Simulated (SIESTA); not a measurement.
Converging the SCF threshold: Au (P-1, 2 atoms in the cell)

```
CELL_PARAMETERS angstrom
      2.82957     0.00000     0.00000
     -0.01302     2.83428     0.00000
     -1.14359    -1.19134     4.94864
ATOMIC_POSITIONS crystal
  Au 0.33124 0.33829 0.73604
  Au 0.67286 0.66596 0.27406
```

Method: LDA PW92, numerical atomic orbitals DZP, PseudoDojo LDA standard norm-conserving potentials (rewritten from UPF to PSML) run with SIESTA 5.4.2.

Base settings: XC.functional = LDA; XC.authors = PW92; potentials = PseudoDojo LDA standard; PAO.BasisSize = DZP; PAO.EnergyShift = 0.01 Ry; MeshCutoff = 350 Ry; kgrid.MonkhorstPack = 6 6 3; OccupationFunction = MP; OccupationMPOrder = 0; ElectronicTemperature = 0.1 eV.

In this ladder: SCF.DM.Tolerance = default; SCF.DM.Converge = false; SCF.H.Converge = false; SCF.FreeE.Converge = true.

The mesh stays at the base's, so the ladder's end is converged at best in this setting alone.

Only quantities that move along the ladder and can be compared are tabulated.

The starting cell comes from a database of computed structures (which also holds hypothetical and non-ambient phases and stackings), without a prior relaxation at this level. Its lattice was rescaled by up to half a per cent. One atom was moved a little off its site on purpose. Values carry the incompleteness of an atom-centred basis. In the base run, with a pressure of about -18 GPa the cell is away from its equilibrium volume at this level. Without a gap this mesh is coarse (it stands for a supercell whose shortest vector is 16 Å).

Steps (SCF.FreeE.Tolerance): 1.0E-01 eV; 1.0E-02 eV; 1.0E-03 eV; 1.0E-04 eV; 1.0E-05 eV; 1.0E-06 eV; 1.0E-07 eV; 1.0E-08 eV; 1.0E-10 eV; 1.0E-12 eV.

Problem. What is the coarsest SCF.FreeE.Tolerance that holds the forces within 0.01 eV/Å of the last step, with all finer ones?

Solution. 1.0E-03 eV; the step before is off by 0.12 eV/Å.

Problem. What is the coarsest SCF.FreeE.Tolerance that holds the pressure within 0.05 GPa of the last step, with all finer ones?

Solution. 1.0E-03 eV; the step before is off by 0.33 GPa.

Problem. What is the coarsest SCF.FreeE.Tolerance that holds the free energy within 0.5 meV/atom of the last step, with all finer ones?

Solution. 1.0E-03 eV; the step before is off by 9.3 meV/atom.

| SCF.FreeE.Tolerance | free energy less the last step's (meV/atom) | pressure (GPa) | largest difference of a force vector from the last step's (eV/Å) |
|---|---|---|---|
| 1.0E-01 eV | 9.27 | -18.50 | 0.120 |
| 1.0E-02 eV | 9.27 | -18.50 | 0.120 |
| 1.0E-03 eV | 0.00 | -18.17 | 0.001 |
| 1.0E-04 eV | 0.00 | -18.17 | 0.001 |
| 1.0E-05 eV | 0.00 | -18.17 | 0.001 |
| 1.0E-06 eV | 0.00 | -18.17 | 0.000 |
| 1.0E-07 eV | 0.00 | -18.17 | 0.000 |
| 1.0E-08 eV | 0.00 | -18.17 | 0.000 |
| 1.0E-10 eV | 0.00 | -18.17 | 0.000 |
| 1.0E-12 eV | 0.00 | -18.17 | 0.000 |

Two neighbours can agree and both be off: 1.0E-01 eV and 1.0E-02 eV differ by 0.00 meV/atom in the free energy, yet lie about 9.3 meV/atom from the last step.
